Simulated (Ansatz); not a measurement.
## fcc Al (0 0 1) on ceria (0 0 1) (film strained to the substrate, started from cuts of the bulks and a machine-learned relaxation; slabs Ce5O12 and Al12, which can lie off the formulas)

A periodic stack without vacuum, fcc Al (0 0 1) on ceria (0 0 1) (film strained to the substrate, started from cuts of the bulks and a machine-learned relaxation; slabs Ce5O12 and Al12, which can lie off the formulas): substrate slab Ce5O12, film Al12, surface cells [[1, 0], [1, 1]] and [[0, -1], [2, 1]], film strained by -4.4 and -4.4 %, outermost planes O/O and Al/Al as cut, which need not be the usual terminations and can put a slab off its formula.

The start was prepared with a machine-learned potential, and the result is one local minimum, with the in-plane cell held and forces under 0.04 eV/Å; the film can end far from its bulk form.

Calculation: PBE (plane waves to 420 eV, PAW; Ansatz, a program for electronic structure). Scalar-relativistic, without spin–orbit coupling; the runs are not spin-polarised; PBE gaps are too small against experiment; cerium has no Hubbard term. Its k-point mesh 8×8×1, Fermi–Dirac width 0.05 eV.

```
Property                                                                                   Result
--------------------------------------------------------------------------------  ---------------
interface area                                                                            14.9 Å²
period                                                                                    27.05 Å
heights between the nearest atoms of the two slabs at the two interfaces          1.20 and 1.20 Å
Al–O contacts across the interfaces within 1.22 times the sum of covalent radii    8, mean 1.82 Å
Al–Ce contacts across the interfaces within 1.22 times the sum of covalent radii   4, mean 3.25 Å
```

```
CELL_PARAMETERS angstrom
      3.86379     0.00027    -0.04421
      0.00030     3.86354     0.06612
     -1.60825    -0.48741    27.06719
ATOMIC_POSITIONS crystal
  Ce 0.01070 0.05361 0.18029
  Ce 0.46105 0.55292 0.08128
  Ce 0.10998 0.05441 0.37988
  Ce 0.56052 0.55415 0.28008
  Ce 0.65885 0.55449 0.47889
  O  0.48332 0.05324 0.12549
  O  0.98316 0.55329 0.12550
  O  0.92744 0.55171 0.01715
  O  0.42744 0.05184 0.01713
  O  0.58602 0.05438 0.33140
  O  0.08603 0.55432 0.33139
  O  0.03503 0.55395 0.22877
  O  0.53499 0.05393 0.22877
  O  0.68931 0.05289 0.54303
  O  0.18938 0.55285 0.54302
  O  0.13698 0.55454 0.43467
  O  0.63708 0.05437 0.43467
  Al 0.99765 0.80106 0.66398
  Al 0.49943 0.30291 0.66400
  Al 0.45583 0.80850 0.58754
  Al 0.96700 0.29742 0.58753
  Al 0.07633 0.80133 0.81866
  Al 0.57660 0.30103 0.81865
  Al 0.53754 0.80153 0.74152
  Al 0.03780 0.30122 0.74151
  Al 0.14947 0.80718 0.97265
  Al 0.66065 0.29608 0.97262
  Al 0.61507 0.79979 0.89619
  Al 0.11682 0.30165 0.89617
```
